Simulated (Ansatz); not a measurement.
The starting structures come from a database of crystals and need not be the phases stable at ambient conditions.

 Where the default PAW files enter, the runs use the earlier of Ansatz's two default sets.

Tunnelling through a barrier is set by its complex band structure: the current falls as exp(−2κd) with the smallest κ.

Data:

```
CELL_PARAMETERS angstrom
      4.41605     0.00000     0.00000
      0.00000     6.22184     0.00000
      0.00000     0.00000     4.41605
ATOMIC_POSITIONS crystal
  Al 0.00000 0.00000 0.00000
  In 0.50000 0.50000 0.50000
  Sb 0.50000 0.76663 0.00000
  Sb 0.00000 0.23337 0.50000
```

Space group of this cell: P-4m2. The cell is strained (all lengths scaled by 0.98); by r2SCAN its mean pressure is 3.3 GPa.

Transport runs along the normal of the first two printed cell vectors, the (100) plane of the conventional cell.

The gap is the functional's own. No spin-orbit coupling. Mid-gap values are interpolated on the energy grid.

Predict the band gap and the smallest decay constant κ at mid-gap from r2SCAN in Ansatz (a program for electronic structure).

Gap 1.11 eV on a 8×6×8 mesh; κ = 0.074 1/Å, at the zone centre.
